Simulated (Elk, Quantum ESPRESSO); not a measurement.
A Quantum ESPRESSO input for a self-consistent single point of CdAu (P1, 2 atoms in the cell) (DFT, PBEsol, plane waves, PseudoDojo standard norm-conserving (PBESOL) pseudopotentials):

```fortran
&CONTROL
  calculation = 'scf'
  prefix = 'CdAu'
  outdir = './out'
  pseudo_dir = './'
  verbosity = 'high'
  tprnfor = .true.
  tstress = .true.
/
&SYSTEM
  ibrav = 0
  nat = 2
  ntyp = 2
  ecutwfc = 105
  occupations = 'smearing'
  smearing = 'fd'
  degauss = 0.0073499
/
&ELECTRONS
  conv_thr = 1.0d-10
  mixing_beta = 0.5
/
ATOMIC_SPECIES
Cd   112.4140  Cd.upf
Au   196.9666  Au.upf
ATOMIC_POSITIONS {crystal}
Cd    0.005740000    0.004912000    0.004607000
Au    0.327593000    0.661755000    0.495393000
K_POINTS {automatic}
8 8 5  0 0 0
CELL_PARAMETERS {bohr}
   5.839877335     0.000000000     0.000000000
  -2.919938667     5.057481586     0.000000000
   0.000000000     0.000000000     8.695159023
```

Problem. Translate this input to Elk.

Solution. This is the input that was run; spellings and numerical settings could be chosen otherwise.

```
tasks
  0

xctype
  22

tforce
  .true.

rgkmax
  8.0

gmaxvr
  18.0

lmaxapw
  10

lmaxo
  8

nxlo
  2

lorbcnd
  .true.

lradstp
  2

nrmtscf
  2.0

rmtscf
  0.96

lmaxi
  4

stype
  3

swidth
  0.00367493

avec
    5.8398770226    0.0000000724    0.0000000000
   -2.9199385740    5.0574818203    0.0000000000
    0.0000000000    0.0000000000    8.6951590227

sppath
  'species/'

atoms
  2   : nspecies
  'Cd.in'   : spfname
  1   : natoms; atposl, bfcmt below
  0.0057400000  0.0049120000  0.0046070000    0.0 0.0 0.0
  'Au.in'   : spfname
  1   : natoms; atposl, bfcmt below
  0.3275930000  0.6617550000  0.4953930000    0.0 0.0 0.0

ngridk
  8 8 5
```

Basis, cutoffs, solver keys and any potentials are the target program's own. This input uses DFT, PBEsol, all-electron FP-LAPW, Elk's shipped species files, APW+lo basis with extra local orbitals.

The starting cell comes from a database of computed structures (which also holds hypothetical and non-ambient phases and stackings), without a prior relaxation at this level. For this run, on top of that: atoms moved at random.
